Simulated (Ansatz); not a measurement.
The starting structures come from a database of crystals and need not be the phases stable at ambient conditions.

The decay constant κ of evanescent states in the gap governs leakage through a thin film.

Consider the following.

```xyz
4
Lattice="5.7137 0.0000 0.0000 -2.8568 4.9482 0.0000 2.8568 1.6494 2.3311" Properties=species:S:1:pos:R:3 pbc="T T T"
Sc     0.0000     0.0000     0.0000
F      1.4229     5.7633     1.1656
F      2.8679     3.2988     1.1656
F      1.4229     0.8342     1.1656
```

Space group of this cell: R32. The cell is taken as given; by r2SCAN its mean pressure is -0.7 GPa.

Transport runs along the normal of the first two printed cell vectors, the (001) plane of the conventional cell.

The gap is the functional's own, uncorrected, and κ follows it; spin-orbit coupling is left out. Mid-gap values are interpolated between the computed energies.

Q: Give the band gap and the smallest decay constant κ at mid-gap that r2SCAN (Ansatz, an electronic-structure program) yields.

A: Gap 6.94 eV on a 14×14×14 mesh; κ = 0.653 1/Å, at the zone centre.
